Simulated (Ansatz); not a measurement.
Consider MgTe in the wurtzite structure (space group P6_3mc, No. 186; a = 4.561 Å, c = 7.412 Å).

Calculations: Ansatz (an electronic-structure program) PBEsol, scalar-relativistic without spin-orbit coupling.

Before the change:

The electron mass comes out as 0.15 mₑ along c, 0.17 mₑ across (at Γ).

Modification: the cell is scaled by 0.9820 in all directions; the atoms relax in the strained cell.

**Question.** Predict the new mean gap deformation potential ΔEg/Δln V and electron mass.

**Answer.** The mean gap deformation potential ΔEg/Δln V is -4.5 eV; the electron mass changes from 0.15 mₑ along c, 0.17 mₑ across (at Γ) to 0.16 mₑ along c, 0.18 mₑ across (at Γ).

With Te present, leaving out spin-orbit coupling can change the band edges. Effective masses come from finite differences of ±0.01 Å⁻¹. Whether these cells are dynamically stable was not tested.
